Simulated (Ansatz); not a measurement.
The starting structures come from a database of crystals and need not be the phases stable at ambient conditions.

The decay constant κ of evanescent states in the gap governs leakage through a thin film.

Input:

```yaml
crystal:
  lattice:
    - [6.54765, 0.00000, 0.00000]
    - [0.00000, 7.06834, 0.00000]
    - [0.00000, 0.00000, 4.67482]
  atoms:
    - { symbol: Bi, position: [0.36466, 0.25000, 0.95625] }
    - { symbol: Bi, position: [0.63534, 0.75000, 0.04375] }
    - { symbol: Bi, position: [0.13534, 0.75000, 0.45625] }
    - { symbol: Bi, position: [0.86466, 0.25000, 0.54375] }
    - { symbol: F, position: [0.83446, 0.56130, 0.36853] }
    - { symbol: F, position: [0.16554, 0.43870, 0.63147] }
    - { symbol: F, position: [0.66554, 0.43870, 0.86853] }
    - { symbol: F, position: [0.33446, 0.56130, 0.13147] }
    - { symbol: F, position: [0.33446, 0.93870, 0.13147] }
    - { symbol: F, position: [0.66554, 0.06130, 0.86853] }
    - { symbol: F, position: [0.16554, 0.06130, 0.63147] }
    - { symbol: F, position: [0.83446, 0.93870, 0.36853] }
    - { symbol: F, position: [0.47008, 0.75000, 0.60815] }
    - { symbol: F, position: [0.52992, 0.25000, 0.39185] }
    - { symbol: F, position: [0.02992, 0.25000, 0.10815] }
    - { symbol: F, position: [0.97008, 0.75000, 0.89185] }
```

Space group of this cell: Pnma. The cell is taken as given; by r2SCAN its mean pressure is 1.4 GPa.

Transport runs along the normal of the first two printed cell vectors.

The gap is the functional's own. No spin-orbit coupling. Mid-gap values are interpolated on the energy grid.

Q: Give the band gap and the smallest decay constant κ at mid-gap that r2SCAN (Ansatz, a quantum-chemistry and plane-wave program) yields.

A: Gap 5.42 eV on a 6×4×6 mesh; κ = 0.523 1/Å, at (0.000, 0.500) of the in-plane reciprocal vectors. At the zone centre, at the nearest computed energy, the slowest state has κ = 0.55 1/Å.
